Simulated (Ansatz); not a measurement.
# Hypothetical P-6m2 GaN: pressure series

Start from GaN (space group P-6m2, No. 187; a = 2.940 Å, c = 2.655 Å; a hypothetical phase, not in the database extracts checked).

Cell and atoms are relaxed at each pressure.

All numbers come from PBEsol/PAW in Ansatz (a first-principles code), spin-orbit coupling left out.

```csv
pressure (GPa),volume per atom (Å³/atom)
-2,10.045
-1,9.990
0,9.937
0.3,9.921
0.7,9.901
1.5,?
3,9.787
5,9.694
7.5,9.584
```

Task: Fit the third-order Birch–Murnaghan form P(V) = (3B₀/2)[(V₀/V)^(7/3) − (V₀/V)^(5/3)]·[1 + (3/4)(B₀′ − 4)((V₀/V)^(2/3) − 1)] (squares taken in P) to the rows shown and predict the withheld row.

Result: Least squares on the printed values gives V₀ = 9.937 Å³/atom, B₀ = 190 GPa, B₀′ = 4.8; this predicts 9.860 Å³/atom, and the run gives 9.861 Å³/atom, in agreement.

Load acts through the strain it causes; cell and atoms are relaxed under it. Whether these cells are dynamically stable was not tested. No other phases were tried under pressure. The final runs are not spin-polarised.
